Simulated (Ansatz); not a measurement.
**CaF2, pressure series**

Base system: CaF₂ in the fluorite structure (space group Fm-3m, No. 225; a = 5.511 Å).

Cell and atoms are relaxed at each pressure.

Computed with PBE in Ansatz (plane waves to 420 eV, PAW, no spin-orbit coupling), earlier PAW set.

Notes on the quantities. enthalpy: H = E + PV relative to the base's energy.

| change | shortest interatomic distance | enthalpy | gap character |
|---|---|---|---|
| base | 2.386 Å | – | indirect, X → Γ |
| pressure −2 GPa | 2.408 Å | -0.18 eV/atom | indirect, X → Γ |
| pressure −1 GPa | [?] | -0.09 eV/atom | indirect, X → Γ |
| pressure 3 GPa | 2.358 Å | +0.26 eV/atom | indirect, X → Γ |
| pressure 7 GPa | [?] | +0.59 eV/atom | indirect, X → Γ |
| pressure 15 GPa | 2.277 Å | +1.21 eV/atom | indirect, X → Γ |
| pressure 30 GPa | 2.210 Å | +2.29 eV/atom | indirect, X → Γ |
| pressure 50 GPa | 2.147 Å | +3.61 eV/atom | direct at X |
| pressure 75 GPa | 2.090 Å | +5.13 eV/atom | direct at X |
| pressure 100 GPa | [?] | +6.55 eV/atom | direct at X |

Task: Fill in the withheld entries from the trend.

Result: 
- pressure −1 GPa, shortest interatomic distance: 2.397 Å
- pressure 7 GPa, shortest interatomic distance: 2.327 Å
- pressure 100 GPa, shortest interatomic distance: 2.047 Å

Load acts through the strain it causes; cell and atoms are relaxed under it. Stability against distortions was not tested. No other phases were tried under pressure.

Ansatz is a quantum-chemistry and plane-wave program.
